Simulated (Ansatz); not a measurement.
## Ir under a change: pressure 30 GPa

Consider Ir in the fcc (Cu type) structure (space group Fm-3m, No. 225; a = 3.8708 Å).

Perturbation: a hydrostatic pressure of 30 GPa.

Calculations: PBE in Ansatz (plane waves to 420 eV, PAW, scalar-relativistic without spin-orbit coupling). Γ-centred 21×21×21 mesh, Fermi–Dirac width 0.05 eV.

| quantity | base | changed | shift |
|---|---|---|---|
| volume per atom | 14.50 Å³ | 13.49 Å³ | -1.01 Å³ |
| lattice parameter a | 3.871 Å | 3.779 Å | -0.092 Å |
| shortest interatomic distance | 2.737 Å | 2.672 Å | -0.065 Å |
| enthalpy H = E + PV relative to the base's energy | – | +2.61 eV/atom | – |
| band gap | zero | zero | – |

Final structure:

```yaml
crystal:
  lattice:
    - [0.00000, 1.88958, 1.88958]
    - [1.88958, 0.00000, 1.88958]
    - [1.88958, 1.88958, 0.00000]
  atoms:
    - { symbol: Ir, position: [0.00000, 0.00000, 0.00000] }
```

Load acts through the strain it causes; cell and atoms are relaxed under it. Stability against distortions was not tested. Competing high-pressure phases were not computed. The final runs are not spin-polarised.

Ansatz is a first-principles code.
